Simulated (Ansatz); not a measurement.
The (10-12) face of hcp Sc can be cut between different planes. Symmetric, stoichiometric slabs relaxed in the 1x1 cell (25.7 Å²): top plane Sc, 1.28 Å over the next in the ideal cut; top plane Sc, 0.64 Å over the next in the ideal cut.

Method: PBE (plane waves to 420 eV, PAW; Ansatz, a quantum-chemistry and plane-wave program).

### Question
Order them by surface energy (lowest first) at the level PBE.

### Answer
the cut with an outer spacing of 0.64 Å (1.24 J/m²), the cut with an outer spacing of 1.28 Å (1.35 J/m²)
